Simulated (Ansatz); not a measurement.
Base system: Ca in the fcc (Cu type) structure (space group Fm-3m, No. 225; a = 5.527 Å; relaxed with 0.1 eV smearing).

The values are results of plane-wave PAW DFT at the PBE level (Ansatz, a program for electronic structure, 420 eV), scalar-relativistic without spin-orbit coupling, not measurements.

Base values:

The pressure comes out as 0.0 GPa.

Perturbation: an isotropic linear strain of +2.50 %; the atoms relax in the strained cell.

### Question
How does this affect the energy relative to the base and pressure?

### Answer
The energy rises by 12 meV/atom; the pressure goes from zero to -1.1 GPa.

No phonon test of stability was made.
